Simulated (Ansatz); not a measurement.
Input:

```xyz
4
Lattice="3.9663 0.0000 0.0000 1.9831 3.4349 0.0000 0.0000 0.0000 6.1972" Properties=species:S:1:pos:R:3 pbc="T T T"
Zn     3.9663     2.2899     6.2205
Zn     1.9831     1.1450     3.1219
S      3.9663     2.2899     3.8512
S      1.9831     1.1450     0.7526
```

No spin polarisation.

Computed with Ansatz (a quantum-chemistry and plane-wave program) PBE, spin-orbit coupling left out, earlier PAW set. Settings: 10×10×5 k-points, 0.05 eV Fermi–Dirac smearing.

Problem. Predict the space group, hole mass and pressure.

Solution. 
- Space group: P6_3mc (No. 186)
- Hole mass: 0.15 mₑ out of plane, 1.5 mₑ in plane (at Γ)
- Pressure (mean of the normal stresses, compression positive): -2.72 GPa

The levels and masses belong to the bands next to the band gap. The cells carry an imposed strain or load. Effective masses come from finite differences of ±0.01 Å⁻¹. Whether these cells are dynamically stable was not tested. The cell was made from ZnS in the wurtzite structure (space group P6_3mc, No. 186) by this change: biaxial strain +3.15 %, plane normal [001], relaxed out of plane.
